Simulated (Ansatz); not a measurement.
# Ansatz run on MgS (Fm-3m, 2 atoms in the cell): self-consistent single point

Computed with PBE (plane waves, PAW; Ansatz, a first-principles code).

Input as run:

Ansatz 0.2 input:
```yaml
# MgS
crystal:
  lattice:
    - [0.00000000, 2.61924500, 2.61924500]
    - [2.61924500, 0.00000000, 2.61924500]
    - [2.61924500, 2.61924500, 0.00000000]
  atoms:
    - { symbol: Mg, position: [0.00000000, 0.00000000, 0.00000000] }
    - { symbol: S, position: [0.50000000, 0.50000000, 0.50000000] }
basis:
  ecutwfc: 420.0 eV
kpoints:
  mp_grid:
    grid: [7, 7, 7]
hamiltonian:
  xc: pbe
  pseudopotentials:
    kind: paw
scf:
  occupations:
    method: fermi_dirac
    width: 0.02 eV
output:
  forces: true
  eigenvalues: true
  stress: true
```

Output, abridged:

```
WARN ansatz: RAYON_NUM_THREADS=1 ignored (pool sized by the plan → 1); use --threads N
Pseudopotentials: kind: paw
Pseudopotential: Mg, paw, valence charge 10
Pseudopotential: S, paw, valence charge 6
Crystal: 2 atoms, lattice volume = 35.938 Å³
Basis set: ecut = 420 eV, 725 PW (Γ), exchange–correlation on 50×50×50 points (8 copies of the dense FFT grid, shifted against one another)
Bands: 12, of which v1, the nominal top of the filled ones, is band 8 counted from 1 (7 counted from 0)
Symmetry: 48 space group operations
Space group: Fm-3m (ITA 225), of the structure as read, at distance tolerance 3.3e-5 Å
k-points: 20 of 343
Initial density: superposition of atomic densities (neutral atoms: chi_scale 0, normalization atom), corrected by the library's trained network
Initial wavefunctions: pseudopotential atomic-orbital guess
Eigensolver: davidson
Functional: x = pbe(κ = 0.804, μ = 0.2195149727645171), c = pbe(β = 0.06672455060314922)
SCF iter   1: F=—  HF=-2828.748071 eV  |F-HF|=—  |Δ(HF+E_count)|=         —  Δρ=4.08e-4  dr2=5.11e-5  ethr=1.77e-3  ⟨swp⟩=7.2  Hψ=1467  notcnv=0
all-band conjugate gradients solve this SCF's bands
preconditioner: auto → none
SCF iter   2: F=—  HF=-2828.748005 eV  |F-HF|=—  |Δ(HF+E_count)|=   6.63e-5  Δρ=2.47e-4  dr2=2.45e-5  ethr=3.19e-7  ⟨swp⟩=3.0  Hψ=640  notcnv=0
SCF iter   3: F=—  HF=-2828.748044 eV  |F-HF|=—  |Δ(HF+E_count)|=   3.87e-5  Δρ=2.64e-4  dr2=4.06e-5  ethr=1.53e-7  ⟨swp⟩=2.0  Hψ=320  notcnv=0
SCF iter   4: F=—  HF=-2828.748031 eV  |F-HF|=—  |Δ(HF+E_count)|=   1.30e-5  Δρ=9.43e-5  dr2=4.89e-6  ethr=1.53e-7  ⟨swp⟩=2.0  Hψ=304  notcnv=0
iter 5 did not close the SCF: its close was put off for the readings that it lacked (scf_convergence_deferred on its scf_iter line)
SCF iter   5: F=-2828.748029 eV  HF=-2828.748029 eV  |F-HF|=5.88e-8  |Δ(HF+E_count)|=   1.70e-6  Δρ=1.22e-5  dr2=8.01e-8  ethr=3.06e-8  ⟨swp⟩=2.0  Hψ=309  notcnv=0
SCF iter   6: F=-2828.748029 eV  HF=-2828.748029 eV  |F-HF|=2.52e-10  |Δ(HF+E_count)|=   2.63e-8  Δρ=8.13e-7  dr2=3.63e-10  ethr=5.01e-10  ⟨swp⟩=2.4  Hψ=801  notcnv=0
SCF 1 converged in 6 iterations: F = -2828.748029 eV  dr2 = 3.63e-10
SCF converged after 6 iterations
Free energy (F): -2828.748029 eV
Harris-Foulkes:  -2828.748029 eV  (|F-HF|=2.52e-10)
Internal energy: -2828.748029 eV  (E = F + TS)
E sigma→0 (E₀):  -2828.748029 eV
Fermi energy:    7.630261 eV
--- Per-component energies (eV) ---
  E_band       = -335.420026
  E_kinetic    = 184.778045
  E_local      = -1675.992327  (includes V_loc(G=0)·N_el)
  E_nonlocal   = 123.382320
  E_hartree    = 596.464106
  E_xc         = -127.515950
  E_vxc        = -126.729791  (∫ρ·V_xc dr)
  E_paw        = -893.135614  (= ΣΔE_a)
  E_vpaw       = -33.786495  (= ΣTr[D̂ρ^β])
  E_aug_tail   = -0.000001  (compensation charges beyond the density's cutoff)
  E_ewald      = -1036.728608
  E_smearing   = -0.000000  (= −TS)
  E_closure    = 0.000000  (closes the sum)
  Σ components = -2828.748029   (vs F -2828.748029, Δ=0.00e0)
--- Forces (eV/Å), atoms counted from 1 ---
  atom   1  Mg    -0.00000000     0.00000000     0.00000000
  atom   2  S      0.00000000    -0.00000000     0.00000000
  max |Σ_I F_I| component: 3.09e-30 eV/Å
--- Stress (GPa, compression-positive) ---
       -0.359358       0.000000       0.000000
        0.000000      -0.359358      -0.000000
        0.000000      -0.000000      -0.359358
  P = ⅓ Tr σ = -0.3594 GPa (-3.594 kbar)
  The stress holds the Pulay correction. Without it, at fixed plane waves, as pw.x and ABINIT print it: P = -0.3634 GPa
--- Band table (eV; the first three rows and the last of 20) ---
  k-point 0: bands = ["-68.6064", "-35.3580", "-35.3580", "-35.3580", "-6.3944", "6.1582", "6.1582", "6.1582", "9.7230", "14.0863", "14.0863", "14.0863"]
  k-point 1: bands = ["-68.6064", "-35.3591", "-35.3582", "-35.3582", "-6.2037", "4.8857", "6.0349", "6.0349", "10.6780", "13.7420", "14.3449", "14.3449"]
  k-point 2: bands = ["-68.6062", "-35.3616", "-35.3585", "-35.3585", "-5.7107", "2.9464", "5.7885", "5.7885", "10.9970", "13.7127", "13.7127", "14.7528"]
  k-point 19: bands = ["-68.6061", "-35.3620", "-35.3617", "-35.3600", "-4.7748", "2.8626", "2.9209", "4.3572", "11.0234", "13.3812", "14.6814", "14.8353"]
```

The run converged in 6 iterations.

The starting cell comes from a database of computed structures (which also holds hypothetical and non-ambient phases and stackings), without a prior relaxation at this level. Its lattice was rescaled by a random factor within 2.5 % of one. Ansatz's pressure includes its estimate of the finite-basis (Pulay) stress. Another mesh or the band path of this cell gives a smaller gap, so this value is not converged in the mesh.
